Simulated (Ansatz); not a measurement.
For YSi (Cmcm, No. 63; cell taken from a computed entry), LDA in Ansatz (plane waves, PAW) gives:

```
Item                   Result
---------------  ------------
bulk modulus B0       101 GPa
cohesive energy  6.05 eV/atom
```

Problem. What does r²SCAN (Ansatz, a first-principles code, PAW) give for the same quantities?

Solution. 
- bulk modulus: 93.1 GPa (falls by 7.8 %)
- cohesive energy: 5.29 eV/atom (decreases by 0.76 eV/atom)

Changes are worked out from the printed values.

Unless a cell is named, each level is at its own relaxed cell (LDA 20.58, r²SCAN 21.73 Å³/atom).

The crystal itself was run without spin with LDA, r²SCAN; a magnetic state was not tried in these runs.

Caveats: the bulk modulus is −V dP/dV from two relaxed cells at ±2 % in volume (LDA, r²SCAN); the relaxation could not lower the start's symmetry, so the cell can be a saddle point above a distorted one (LDA, r²SCAN). Ansatz's density-functional and Hartree–Fock values are scalar-relativistic unless marked +SOC, with PAW data made under PBE.
